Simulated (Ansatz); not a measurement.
## CdS, response to strain

Base system: CdS in the zinc blende structure (space group F-43m, No. 216; a = 5.757 Å). Axes: x, y, z lie along the cube axes.

Strains are applied to the cell and any free atomic positions relax; under biaxial strain the out-of-plane vector relaxes too.

All numbers come from LDA (Ansatz, an electronic-structure program), scalar-relativistic without spin-orbit coupling.

Notes on the quantities. energy relative to the base: free energy F.

| biaxial strain, plane normal [001], relaxed out of plane (%) | energy relative to the base (meV/atom) |
|---|---|
| -3 | 7.3 |
| -2.5 | ? |
| -2 | 3.2 |
| -1.5 | 1.8 |
| -1 | 0.8 |
| -0.5 | 0.2 |
| 0 | 0.0 |

**Question.** Fit ΔE = Aε² + Bε³ (ε in %) to the rows shown and predict the withheld row.

**Answer.** Least squares on the printed values gives A = 0.784 and B = -0.0089 meV/atom (largest residual 0.0 meV/atom); this predicts 5.0 meV/atom, and the run gives 5.0 meV/atom, in agreement.

No phonon test of stability was made.
